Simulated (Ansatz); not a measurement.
By PBEsol, the system below comes out a metal.

A figure of merit of an interconnect metal is its ballistic conductance per area.

Input:

```
TiC
1.0
    3.12405     0.00000     0.00000
    0.00000     4.41807     0.00000
    1.56202     2.20903     1.56202
Ti C
1 1
Direct
  0.00000   0.00000   0.00000
  0.00000   0.50000   0.00000
```

The cell is strained (all lengths scaled by 1.02); by PBEsol it stands under a pressure of -19.3 GPa.

The current flows along the normal of the first two printed cell vectors, the (110) plane of the conventional cell. No spin-orbit coupling; the value is a mean over 0.1 eV about the Fermi level.

State the ballistic conductance per area according to PBEsol (Ansatz, a first-principles code).

0.32 × 10¹⁵ S/m² for both spins.
